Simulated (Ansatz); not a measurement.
Base system: Pt in the fcc (Cu type) structure (space group Fm-3m, No. 225; relaxed with 0.1 eV smearing).

```
CELL_PARAMETERS angstrom
      0.00000     1.97076     1.97076
      1.97076     0.00000     1.97076
      1.97076     1.97076     0.00000
ATOMIC_POSITIONS crystal
  Pt 0.00000 0.00000 0.00000
```

Cartesian axes are those of the cell as printed.

All numbers come from r2SCAN, PAW, 500 eV (Ansatz, an electronic-structure program; no SOC), earlier PAW set.

Strains are applied to the cell and any free atomic positions relax; under biaxial strain the out-of-plane vector relaxes too.

One change was made to it. Results:

The pressure goes from zero to 4.5 GPa; the energy rises by 3.3 meV/atom; the band gap stays zero.

### Question
What was done to the base?
A. isotropic strain −0.53 %
B. biaxial strain −2.24 %, plane normal [111], relaxed out of plane
C. isotropic strain −5.98 %

### Answer
A, isotropic strain −0.53 %. For comparison, the energy relative to the base in the other runs: isotropic strain −5.98 % gives +0.545 eV/atom; biaxial strain −2.24 %, plane normal [111], relaxed out of plane gives +17 meV/atom.

Whether these cells are dynamically stable was not tested. The final runs are not spin-polarised.
